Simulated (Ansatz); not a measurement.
Given:

```yaml
crystal:
  lattice:
    - [3.93078, 0.00000, 0.00000]
    - [-1.96539, 3.40416, 0.00000]
    - [0.00000, 0.00000, 6.11195]
  atoms:
    - { symbol: La, position: [0.66667, 0.33333, 0.75376] }
    - { symbol: La, position: [0.33333, 0.66667, 0.24624] }
    - { symbol: O, position: [0.66667, 0.33333, 0.35411] }
    - { symbol: O, position: [0.33333, 0.66667, 0.64589] }
    - { symbol: O, position: [0.00000, 0.00000, 0.00000] }
```

Space group of this cell: P-3m1. The cell is taken as given; by r2SCAN its mean pressure is 0.6 GPa.

The current runs along the normal of the first two printed vectors, the (001) plane. All runs by Ansatz (an electronic-structure program), plane waves and PAW, without spin-orbit coupling; the base is r2SCAN.

```json
[
 {"run": "base", "mean pressure (GPa)": "0.6", "gap (eV)": "4.22", "mid-gap κ (1/Å)": "0.419"},
 {"run": "all lengths scaled by 0.98", "mean pressure (GPa)": "10.4", "gap (eV)": "…", "mid-gap κ (1/Å)": "…"},
 {"run": "all lengths scaled by 1.02", "mean pressure (GPa)": "-6.8", "gap (eV)": "…", "mid-gap κ (1/Å)": "…"},
 {"run": "lengths across the current scaled by 0.98, ions clamped", "mean pressure (GPa)": "7.4", "gap (eV)": "4.27", "mid-gap κ (1/Å)": "0.431"},
 {"run": "lengths across the current scaled by 1.02, ions clamped", "mean pressure (GPa)": "-4.9", "gap (eV)": "…", "mid-gap κ (1/Å)": "…"},
 {"run": "lengths along the current scaled by 0.97, ions clamped", "mean pressure (GPa)": "4.6", "gap (eV)": "4.09", "mid-gap κ (1/Å)": "0.418"},
 {"run": "lengths along the current scaled by 1.03, ions clamped", "mean pressure (GPa)": "-2.6", "gap (eV)": "4.27", "mid-gap κ (1/Å)": "0.415"}
]
```

**Question.** What belongs in the gaps?

**Answer.** 
- all lengths scaled by 0.98, gap (eV): 4.21
- all lengths scaled by 0.98, mid-gap κ (1/Å): 0.426
- all lengths scaled by 1.02, gap (eV): 4.19
- all lengths scaled by 1.02, mid-gap κ (1/Å): 0.397
- lengths across the current scaled by 1.02, ions clamped, gap (eV): 4.12
- lengths across the current scaled by 1.02, ions clamped, mid-gap κ (1/Å): 0.400
